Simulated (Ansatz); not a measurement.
```
Ta
1.0
   -1.62785     1.62785     1.64115
    1.62785    -1.62785     1.64115
    1.65444     1.65444    -1.64115
Ta
1
Direct
  0.00000   0.00000   0.00000
```

No spin polarisation.

Calculations: PBEsol (Ansatz, a quantum-chemistry and plane-wave program, PAW, spin-orbit coupling left out). k-mesh 28×28×28 (Γ-centred); smearing 0.1 eV (Fermi–Dirac).

### Question
Predict the stress, band gap and space group.

### Answer
The stress (xx, yy, zz, yz, xz, xy; compression positive) is (0.0, 0.0, 0.0, 0.0, 0.0, -1.2) GPa and the band gap comes out as zero. The space group comes out as Fmmm (No. 69).

The cells carry an imposed strain or load. No phonon test of stability was made. The final runs are not spin-polarised. The cell was made from Ta in the bcc (W type) structure (space group Im-3m, No. 229) by this change: tensor shear ε_xy = +0.81 %.
